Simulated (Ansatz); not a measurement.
PbSnS2 (Pmc2₁, No. 26, 8 atoms in the cell; start mp-1218951): band gap by level of theory

No measured value is used here.

| level (code) | value (eV) |
|---|---|
| LDA (Ansatz) | 0.71 |
| PBEsol (Ansatz) | 0.71 |
| PBEsol+SOC (Ansatz) | 0.41 (indirect) |
| HSE06 (Ansatz) | [?] |
| HSE06+SOC (Ansatz) | 0.78 (indirect) |
| PBE0 (Ansatz) | [?] |

### Question
Complete the blanks.

### Answer

- HSE06 (Ansatz, a first-principles code), value (eV): 1.17
- PBE0 (Ansatz), value (eV): 1.74

Computed values are for a static lattice. Spin–orbit coupling is included only where a level's name says +SOC; with heavier elements it mostly lowers gaps and can invert bands.  Values are at the PBE-D3(BJ) cell. Cutoffs and k meshes differ between the levels. Ansatz's density-functional and Hartree–Fock values are scalar-relativistic unless marked +SOC, with PAW data made under PBE.

A start named mp-… is a Materials Project structure, which need not be a measured phase.
